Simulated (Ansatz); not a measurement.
Consider CrI3 in the BiI3 type structure (space group R-3, No. 148; ferromagnetic; layered, stacked along the Cartesian z axis).

```
CELL_PARAMETERS angstrom
      3.32804     1.92145     6.20724
     -3.32804     1.92145     6.20724
      0.00000    -3.84289     6.20724
ATOMIC_POSITIONS crystal
  Cr 0.33418 0.33418 0.33418
  Cr 0.66582 0.66582 0.66582
  I  0.07989 0.73935 0.42759
  I  0.42759 0.07989 0.73935
  I  0.73935 0.42759 0.07989
  I  0.92011 0.26065 0.57241
  I  0.57241 0.92011 0.26065
  I  0.26065 0.57241 0.92011
```

Cartesian axes are those of the cell as printed.

Calculations: DFT with PBEsol-D3(BJ), PAW potentials and a 420 eV plane-wave cutoff in Ansatz (a program for electronic structure), without spin-orbit coupling, earlier PAW set.

Before the change:

| Item | Result |
|---|---|
| Band gap | 0.94 eV |
| Smallest direct gap | 1.06 eV |
| Shortest interatomic distance | 2.667 Å |

The change: a pure shear with ε_xy = ε_yx = -0.0067, atoms relaxed at fixed cell.

### Question
Estimate the effect on the band gap, smallest direct gap, shortest interatomic distance and stress.

### Answer
The band gap decreases by 0.01 eV to 0.93 eV; the smallest direct gap decreases by 0.01 eV to 1.05 eV; the shortest interatomic distance shrinks by 0.003 Å (2.667 Å → 2.664 Å); the stress (xx, yy, zz, yz, xz, xy; compression positive) amounts to (0.0, 0.0, 0.0, 0.1, 0.0, 0.3) GPa.

The magnetic state is the one reached from the starting moments; the real material's order can differ, and small cells can't hold many antiferromagnetic ones. Spin-orbit coupling, missing from the scalar runs, can matter with I. The cells carry an imposed strain or load. No phonon test of stability was made.
